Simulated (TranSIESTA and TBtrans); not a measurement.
System: hexatriene-1,6-diyl held by thiolate S between the apex atoms of two Al(100) rods. Leads: fcc Al rod along [100], layers of 5 and 4 atoms, a = 4.04 Å. Geometry: as built, not relaxed. Transport runs along z; the first 18 and the last 18 of the 83 atoms are the lead cells, repeated to infinity.

```xyz
83
Lattice="14.213 0.000 0.000 0.000 14.213 0.000 0.000 0.000 42.778" Properties=species:S:1:pos:R:3 pbc="F F T"
Al     7.107     7.107     0.000
Al     9.963     7.107     0.000
Al     7.107     9.963     0.000
Al     4.250     7.107     0.000
Al     7.107     4.250     0.000
Al     8.535     8.535     2.020
Al     5.678     8.535     2.020
Al     8.535     5.678     2.020
Al     5.678     5.678     2.020
Al     7.107     7.107     4.040
Al     9.963     7.107     4.040
Al     7.107     9.963     4.040
Al     4.250     7.107     4.040
Al     7.107     4.250     4.040
Al     8.535     8.535     6.060
Al     5.678     8.535     6.060
Al     8.535     5.678     6.060
Al     5.678     5.678     6.060
Al     7.107     7.107     8.080
Al     9.963     7.107     8.080
Al     7.107     9.963     8.080
Al     4.250     7.107     8.080
Al     7.107     4.250     8.080
Al     8.535     8.535    10.100
Al     5.678     8.535    10.100
Al     8.535     5.678    10.100
Al     5.678     5.678    10.100
Al     7.107     7.107    12.120
Al     9.963     7.107    12.120
Al     7.107     9.963    12.120
Al     4.250     7.107    12.120
Al     7.107     4.250    12.120
Al     8.535     8.535    14.140
Al     5.678     8.535    14.140
Al     8.535     5.678    14.140
Al     5.678     5.678    14.140
Al     7.107     7.107    16.160
S      7.223     9.131    17.246
C      6.508     8.449    18.737
C      7.289     7.931    19.683
C      6.715     7.366    20.916
C      7.499     6.847    21.863
C      6.925     6.282    23.095
C      7.705     5.764    24.041
S      6.990     5.083    25.533
H      5.431     8.468    18.853
H      8.364     7.925    19.542
H      5.639     7.375    21.051
H      8.575     6.838    21.727
H      5.850     6.288    23.237
H      8.782     5.746    23.925
Al     7.107     7.107    26.618
Al     8.535     8.535    28.638
Al     5.678     8.535    28.638
Al     8.535     5.678    28.638
Al     5.678     5.678    28.638
Al     7.107     7.107    30.658
Al     9.963     7.107    30.658
Al     7.107     9.963    30.658
Al     4.250     7.107    30.658
Al     7.107     4.250    30.658
Al     8.535     8.535    32.678
Al     5.678     8.535    32.678
Al     8.535     5.678    32.678
Al     5.678     5.678    32.678
Al     7.107     7.107    34.698
Al     9.963     7.107    34.698
Al     7.107     9.963    34.698
Al     4.250     7.107    34.698
Al     7.107     4.250    34.698
Al     8.535     8.535    36.718
Al     5.678     8.535    36.718
Al     8.535     5.678    36.718
Al     5.678     5.678    36.718
Al     7.107     7.107    38.738
Al     9.963     7.107    38.738
Al     7.107     9.963    38.738
Al     4.250     7.107    38.738
Al     7.107     4.250    38.738
Al     8.535     8.535    40.758
Al     5.678     8.535    40.758
Al     8.535     5.678    40.758
Al     5.678     5.678    40.758
```

Run with TranSIESTA and TBtrans (open boundaries, self-consistent; PseudoDojo norm-conserving potentials, scalar-relativistic): PAO.BasisSize SZP, PAO.EnergyShift 0.15 eV, XC.Authors PBE, Mesh.Cutoff 150 Ry, ElectronicTemperature 300 K, TS.Voltage 0.0 eV, TBT.Elecs.Eta 0.001 eV, no spin polarisation.

Energies count from the leads' Fermi level. Transmissions are for one spin of a degenerate pair. The energy step is 0.02 eV; narrower resonances are cut or missed.

```tsv
E (eV)	T
-0.20	0.00318
-0.16	0.00304
-0.12	0.00317
-0.08	0.00374
-0.04	0.00506
0.00	0.00770
0.04	0.0159
0.08	0.0215
0.12	0.0251
0.16	0.0288
0.20	0.0327
```

Q: Give the zero-bias conductance in μS and the resistance at 300 K.

A: At the Fermi level T = 0.00770. Averaged with −∂f/∂E over the full grid (kT = 25.9 meV) it is 0.00967, well away from the value at one energy, as T changes fast within a few kT. With G0 = 2e²/h = 77.48 μS, G = 0.749 μS and R = 1/G = 1340 kΩ.

Q: Estimate the thermopower by Mott's formula S = −(π²/3)(kB²T/e) d ln T/dE from the rows at -0.04 and 0.04 eV.

A: d ln T/dE = 14.3 eV⁻¹ and (π²/3) kB²T/e = 7.33 μV/K · eV, so S = -100 μV/K; the full integral gives -83 μV/K. A negative sign means that T rises with energy over the thermal window.

The leads' channel count changes near 0.03 eV, within the thermal window, so values at the Fermi level hang on where that band edge falls. Semilocal functionals put molecular levels too close to the Fermi level and tend to overestimate such conductances.
